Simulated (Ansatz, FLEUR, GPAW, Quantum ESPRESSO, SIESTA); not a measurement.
# One structure in several programs: NaSn₂Pd₃ (P6mm, 6 atoms in the cell)

Self-consistent single point, at a second geometry (lattice scaled by 0.98). First geometry:

```xyz
6
Lattice="5.8883 0.0000 0.0000 -2.9441 5.0994 0.0000 0.0000 0.0000 4.3490" Properties=species:S:1:pos:R:3 pbc="T T T"
Na     0.0000     0.0000     0.8377
Sn     2.9441     1.6998     2.1577
Sn     0.0000     3.3996     2.1577
Pd    -1.4721     2.5497     4.3273
Pd     2.9441     0.0000     4.3273
Pd     1.4721     2.5497     4.3273
```

Shared settings, as Ansatz (a first-principles code) writes them: kpoints.mp_grid.grid = 5 5 5; scf.occupations.method = gaussian; scf.occupations.width = 0.05 eV. Potentials and cutoffs stand in the table.

```json
[
 {"code": "SIESTA", "model": "GGA PBEsol, numerical atomic orbitals DZP, PseudoDojo PBEsol standard norm-conserving potentials (rewritten from UPF to PSML)", "ΔF from the first geometry (meV/atom)": "-24.3", "pressure (GPa)": "-0.43", "largest force (eV/Å)": "0.027", "cutoff": "grid 400 Ry"},
 {"code": "Ansatz", "model": "PBEsol, PAW files made with PBE", "ΔF from the first geometry (meV/atom)": "-34.4", "pressure (GPa)": "-1.79", "largest force (eV/Å)": "0.016", "cutoff": "420 eV"},
 {"code": "FLEUR", "model": "PBEsol, all-electron FLAPW (FLEUR), scalar-relativistic valence", "ΔF from the first geometry (meV/atom)": "–", "pressure (GPa)": "–", "largest force (eV/Å)": "0.014", "cutoff": "Kmax 4.1 1/bohr"},
 {"code": "Quantum ESPRESSO", "model": "PBEsol, GBRV 1.5 ultrasoft (PBESOL) pseudopotentials", "ΔF from the first geometry (meV/atom)": "-33.2", "pressure (GPa)": "-1.62", "largest force (eV/Å)": "0.020", "cutoff": "40 Ry"},
 {"code": "GPAW", "model": "PBEsol, GPAW PAW datasets PBEsol (made by gpaw-setup)", "ΔF from the first geometry (meV/atom)": "-34.2", "pressure (GPa)": "-1.74", "largest force (eV/Å)": "0.016", "cutoff": "850 eV"}
]
```

Size of the force on each atom (eV/Å): Sizes of forces hide their directions.

```json
[
 {"code": "SIESTA", "Na1": "0.027", "Sn2": "0.008", "Sn3": "0.008", "Pd4": "0.008", "Pd5": "0.008", "Pd6": "0.008"},
 {"code": "Ansatz", "Na1": "0.016", "Sn2": "0.006", "Sn3": "0.006", "Pd4": "0.009", "Pd5": "0.009", "Pd6": "0.009"},
 {"code": "FLEUR", "Na1": "0.014", "Sn2": "0.004", "Sn3": "0.004", "Pd4": "0.008", "Pd5": "0.008", "Pd6": "0.008"},
 {"code": "Quantum ESPRESSO", "Na1": "0.020", "Sn2": "0.006", "Sn3": "0.006", "Pd4": "0.011", "Pd5": "0.011", "Pd6": "0.011"},
 {"code": "GPAW", "Na1": "0.016", "Sn2": "0.008", "Sn3": "0.008", "Pd4": "0.011", "Pd5": "0.011", "Pd6": "0.011"}
]
```

A dash marks a value that a program does not give, or that is left out as unsure.

On Ansatz's run: spin polarisation is off.

The spread over the programs that give each value: ΔF from the first geometry within 10.1 meV/atom; pressure within 1.36 GPa; largest force within 0.013 eV/Å.

SIESTA uses small atom-centred bases, whose incompleteness enters pressures, forces and empty levels differently from a plane-wave cutoff. FLEUR treats all electrons, but the usual bases taken here (sphere radii, linearisation, local orbitals, empty states) were not tested for convergence, so the values are no reference for the others. Ansatz's pressure is given at a fixed set of plane waves, as the other plane-wave codes print theirs. In the pressure, SIESTA (by 1.31) lies more than 1 GPa from the median of the plane-wave programs.

The starting cell comes from a database of computed structures (which also holds hypothetical and non-ambient phases and stackings), without a prior relaxation at this level. Its lattice was rescaled by a random factor within 2.5 % of one. For this run, on top of that: lattice scaled by 0.98.

Left out of this page: CP2K (unsound by tests on forces, stress, charge or solver warnings); Elk (not drawn, or without a comparable value).

Keys are those of Ansatz 0.2.
